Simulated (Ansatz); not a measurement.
**What pressure 5 GPa does to C**

Consider C in the graphite type structure (space group P6_3/mmc, No. 194; a = 2.455 Å, c = 6.671 Å; layered, stacked along the Cartesian z axis).

Modification: a hydrostatic pressure of 5 GPa.

Computed with Ansatz (a program for electronic structure), r2SCAN+rVV10, PAW, cutoff 500 eV, spin-orbit coupling left out, earlier PAW set. Γ-centred 15×15×5 mesh, Fermi–Dirac width 0.05 eV.

| quantity | base | changed | shift |
|---|---|---|---|
| volume per atom | 8.71 Å³ | 8.00 Å³ | -0.71 Å³ |
| density | 2.29 g/cm³ | 2.49 g/cm³ | +0.20 g/cm³ |
| c/a ratio | 2.717 | 2.526 | -0.191 |
| shortest interatomic distance | 1.418 Å | 1.412 Å | -0.0055 Å |
| enthalpy H = E + PV relative to the base's energy | – | +0.26 eV/atom | – |
| band gap | zero | zero | – |

Final structure:

```
CELL_PARAMETERS angstrom
      2.44573     0.00000     0.00000
     -1.22287     2.11807     0.00000
      0.00000     0.00000     6.17753
ATOMIC_POSITIONS crystal
  C  0.00000 0.00000 0.25000
  C  0.00000 0.00000 0.75000
  C  0.33333 0.66667 0.25000
  C  0.66667 0.33333 0.75000
```

A case with no gap was solved on a k-mesh chosen for an insulator, which is coarse for it. Load acts through the strain it causes; cell and atoms are relaxed under it. Whether these cells are dynamically stable was not tested. Competing high-pressure phases were not computed.
